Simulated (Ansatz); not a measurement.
Worked example: self-consistent single point of Ge2Mo (I4mm, 3 atoms in the cell) in Ansatz (an electronic-structure program).

Method: LDA (PW92), harder PAW files (source: ansatz) made with PBE (plane waves; Ansatz).

```
CELL_PARAMETERS angstrom
     -1.66840     1.66840     4.11366
      1.66840    -1.66840     4.11366
      1.66840     1.66840    -4.11366
ATOMIC_POSITIONS crystal
  Ge 0.66775 0.66775 0.00000
  Ge 0.33833 0.33833 0.00000
  Mo 0.00000 0.00000 0.00000
```

Reference input (self-consistent single point, DFT, LDA (PW92), plane waves, default PAW files made with PBE): basis.ecutwfc = 420 eV; kpoints.mp_grid.grid = 8 8 8; hamiltonian.xc = lda; hamiltonian.pseudopotentials = {kind: paw} (the program's default PAW files); scf.occupations.method = gaussian; scf.occupations.width = 0.1 eV. This run's input differs from it in these lines:

Ansatz 0.2 input:
```diff
@@ -10,3 +10,3 @@
 basis:
-  ecutwfc: 420.0
+  ecutwfc: 1230.0
 kpoints:
@@ -18,2 +18,3 @@
     kind: paw
+    source: ansatz
 scf:
```

Output (repeated stretches shortened):

```
SCF iter   1: F=—  HF=-13284.008873 eV  |F-HF|=—  |Δ(HF+E_count)|=         —  Δρ=9.10e-2  dr2=6.28e0  ethr=3.10e-3  ⟨swp⟩=6.7  Hψ=7712  notcnv=0
all-band conjugate gradients solve this SCF's bands
preconditioner: auto → Kerker (q_TF=auto, 2.689 Å⁻¹)
SCF iter   2: F=—  HF=-13282.724224 eV  |F-HF|=—  |Δ(HF+E_count)|=    1.28e0  Δρ=2.77e-2  dr2=2.66e-1  ethr=3.10e-3  ⟨swp⟩=3.4  Hψ=3720  notcnv=0  defer=42
   [... lines left out ...]
SCF iter   6: F=—  HF=-13282.648316 eV  |F-HF|=—  |Δ(HF+E_count)|=   1.48e-4  Δρ=5.94e-4  dr2=3.13e-4  ethr=1.24e-6  ⟨swp⟩=2.4  Hψ=2855  notcnv=0  defer=42
SCF iter   7: F=—  HF=-13282.648266 eV  |F-HF|=—  |Δ(HF+E_count)|=   4.94e-5  Δρ=1.41e-4  dr2=1.74e-5  ethr=7.44e-7  ⟨swp⟩=2.0  Hψ=1686  notcnv=0  defer=42
SCF iter   8: F=—  HF=-13282.648352 eV  |F-HF|=—  |Δ(HF+E_count)|=   8.58e-5  Δρ=1.92e-5  dr2=1.66e-7  ethr=4.14e-8  ⟨swp⟩=2.1  Hψ=2741  notcnv=0  defer=42
SCF iter   9: F=-13282.648352 eV  HF=-13282.648352 eV  |F-HF|=4.89e-8  |Δ(HF+E_count)|=  8.00e-11  Δρ=9.34e-6  dr2=4.96e-8  ethr=2.38e-10  ⟨swp⟩=13.6  Hψ=9854  notcnv=0
SCF 1 converged in 9 iterations: F = -13282.648352 eV  dr2 = 4.96e-8
Free energy (F): -13282.648352 eV
Internal energy: -13282.643613 eV  (E = F + TS)
E sigma→0 (E₀):  -13282.645982 eV
Entropy (-TS):   -0.004739 eV (-1.580 meV/atom)
Fermi energy:    17.718597 eV
--- Forces (eV/Å), atoms counted from 1 ---
  atom   1  Ge     0.00000000     0.00000000    -0.58874095
  atom   2  Ge    -0.00000000     0.00000000     0.39745312
  atom   3  Mo    -0.00000000     0.00000000     0.19128470
--- Stress (GPa, compression-positive) ---
       -8.618814       0.000000       0.000000
        0.000000      -8.618814       0.000000
       -0.000000      -0.000000      -8.542740
  P = ⅓ Tr σ = -8.5935 GPa (-85.935 kbar)
  The stress holds the Pulay correction. Without it, at fixed plane waves, as pw.x and ABINIT print it: P = -8.5978 GPa
```

The run converged in 9 iterations. Against the reference run the pressure moves little (-8.66 to -8.59 GPa) and the largest force stays at 0.589 eV/Å.

The starting cell comes from a database of computed structures (which also holds hypothetical and non-ambient phases and stackings), without a prior relaxation at this level. Its lattice was rescaled by up to half a per cent. One atom was moved a little off its site on purpose. Spin polarisation is off. Ansatz's pressure includes its estimate of the finite-basis (Pulay) stress.
